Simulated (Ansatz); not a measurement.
Al under load (space group I4/mmm), PBEsol, DFPT electron-phonon coupling, linearised Boltzmann equation (Ansatz, an electronic-structure program). Condition of this run: biaxial stress xx = yy = 3 GPa (compression positive) (the target of the relaxation). Phonon-limited resistivity 2.23 μΩ·cm at 300 K along x (a = (0.00, 1.94, 2.11) Å; b = (1.94, 0.00, 2.11) Å; c = (1.94, 1.94, 0.00) Å), 3.12 μΩ·cm at 400 K, current-weighted mean free path 25 nm, Drude plasma energy 12.27 eV.

**Question.** What is the classical skin depth at 10 GHz (nonmagnetic, μ₀ = 1.257×10⁻⁶ H/m)?

**Answer.** δ = √(ρ/(π f μ₀)) = 752 nm.

**Question.** Estimate the electronic thermal conductivity at 300 K by the Wiedemann-Franz law (L₀ = 2.44×10⁻⁸ W·Ω/K²).

**Answer.** L₀T/ρ = 2.44×10⁻⁸ × 300/(2.23×10⁻⁸) = 328 W/(m·K). Inelastic scattering puts the true Lorenz number somewhat under L₀ near and below the Debye temperature.

**Question.** What temperature coefficient of resistance follows, and how does it compare with 1/T?

**Answer.** (ρ₄₀₀ − ρ₃₀₀)/(100 K × ρ₃₀₀) = 3.99×10⁻³ K⁻¹, against 1/T = 3.33×10⁻³ K⁻¹ for a resistivity proportional to T. It lies higher because phonons are still being populated at 300 K; impurities would add a constant and lower it.

A metal at this level (no band gap). Only scattering by harmonic phonons is included (no impurities, grain boundaries, electron-electron scattering or thermal expansion). Spin-orbit coupling is left out. The squared frequency of the phonon mode least converged on the k mesh is uncertain by about 12 %. Halving the electron mesh (36x36x36) moves the resistivity by up to 3 % at 300 K, the mean free path by up to 3 %. Smearing 0.20 eV; phonons on a 6x6x6 q mesh, which this run doesn't test.
